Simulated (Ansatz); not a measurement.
The parent structure is In2Si2O7 (space group C2/m, No. 12; a = 6.6320 Å, b = 8.6496 Å, c = 4.7251 Å, α = 90.00°, β = 102.67°, γ = 90.00°).

The values are results of Ansatz (a program for electronic structure) PBEsol, without spin-orbit coupling, not measurements.

Before the change:

- Volume per atom = 12.02 Å³

Modification: cell and atoms relaxed at a pressure of 1.5 GPa.

Problem. What does the calculation give for the volume per atom after the change?

Solution. The volume per atom drops by 0.11 Å³ (12.02 Å³ → 11.91 Å³).

Load acts through the strain it causes; cell and atoms are relaxed under it. Whether these cells are dynamically stable was not tested.
